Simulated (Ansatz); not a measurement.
Strongest site found for several adsorbates on hcp Ti (0001).

All values below come from PBE (plane waves to 420 eV, PAW; Ansatz, an electronic-structure program).

Counted are starts at which the adsorbate stayed whole and on top. Thin slabs; no dispersion, zero-point or thermal terms; negative values mean binding.

```tsv
adsorbate, area an adsorbate	reference	bonded to	E_ads (eV)	shortest bond to the host (Å)
C, 15 Å²	an atom of graphite	3 Ti	0.45	1.91
Ni, 30 Å²	an atom of fcc Ni, ferromagnetic	3 Ti	[?]	2.39
Si, 30 Å²	an atom of silicon	3 Ti	-0.56	2.52
Li, 7 Å²	an atom of bcc Li	3 Ti	-0.42	2.94
C, 7 Å²	an atom of graphite	3 Ti	1.45	1.89
H, 15 Å²	½ H2(g)	3 Ti	-1.12	1.96
Co, 30 Å²	an atom of hcp Co, ferromagnetic	3 Ti	[?]	2.29
H, 7 Å²	½ H2(g)	3 Ti	-1.15	1.97
C, 30 Å²	an atom of graphite	3 Ti	[?]	[?]
```

Some entries are withheld; supply them.


- Ni, 30 Å², E_ads (eV): -0.29
- Co, 30 Å², E_ads (eV): -0.01
- C, 30 Å², E_ads (eV): -0.04
- C, 30 Å², shortest bond to the host (Å): 1.95
